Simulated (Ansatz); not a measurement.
The starting structures come from a database of crystals and need not be the phases stable at ambient conditions.

 Where the default PAW files enter, the runs use the earlier of Ansatz's two default sets.

# Evanescent states of K₂PdF₆ (P-3m1, not sure to be the ambient phase, 9 atoms a cell, 14.3 Å³ an atom) along the normal of (110)

The numbers are results of r2SCAN (plane waves, PAW; Ansatz, a quantum-chemistry and plane-wave program), not measurements.

The gap is the functional's own, uncorrected, and κ follows it; spin-orbit coupling is left out. Mid-gap values are interpolated between the computed energies.

Energies count from the valence-band top; κ is the least over a 8×4 mesh across the current.

```csv
E (eV),κ (1/Å),where
0.07,0.259,off Γ
0.20,0.394,off Γ
0.33,0.477,off Γ
0.46,0.545,off Γ
0.58,0.584,off Γ
0.71,0.588,off Γ
0.84,0.580,off Γ
0.97,0.569,off Γ
1.10,0.558,off Γ
1.24,0.545,off Γ
1.36,0.530,off Γ
1.50,0.514,off Γ
1.62,0.496,off Γ
1.75,0.475,off Γ
1.89,0.450,off Γ
2.02,0.421,off Γ
2.15,0.386,off Γ
2.27,0.339,off Γ
2.40,0.273,off Γ
2.54,0.150,off Γ
```

Task: How thick must the barrier be to attenuate the transmission by 10^6 when the electrodes' Fermi level lies at 2.54 eV, and what attenuation does that film give at 1.89 eV?

Result: d = 6 ln 10 / (2 × 0.150) = 46.1 Å. At 1.89 eV it gives 6 × 0.450/0.150 = 18.0 decades.
